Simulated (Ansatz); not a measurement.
System: interstitial Na in monoclinic ZrO2 strained by +1.5 % along x and y, z held (charge state +1). The step: a direct jump of one Na atom; the atom moves 1.60 Å along (-0.27, 0.10, -0.15) of the unit cell; the moving atom starts with neighbours O at 2.07, O at 2.09, O at 2.19, O at 2.32, O at 2.38, O at 2.61; Zr at 2.53 Å and ends with O at 2.07, O at 2.09, O at 2.19, O at 2.32, O at 2.38, O at 2.61; Zr at 2.53 Å. DFT values are from Ansatz (plane-wave PAW, 420 eV unless said) in a cell of 96 host sites, spin-restricted, static, with no finite-size correction. The charge state is imposed; whether it is stable for some Fermi level was not computed. Sites that were not tried may lie lower. For the PBE band: the saddle point's order was not checked, and it lies on a symmetry element of the cell, where a band can be held.

```
Level                                                              Forward barrier (eV)  Cost of the band or of the saddle's single point
-----------------------------------------------------------------  --------------------  ------------------------------------------------
CHGNet universal potential (has no charge state), its own band                     0.10                                                 -
PBE, the Γ point alone, band relaxed                                               0.15                      very roughly 16 core-minutes
PBE, a 2×2×2 k-point mesh shifted by half a step, same geometries                  0.15             about 8 core-minutes (a rough figure)
```

Ansatz is an electronic-structure program.
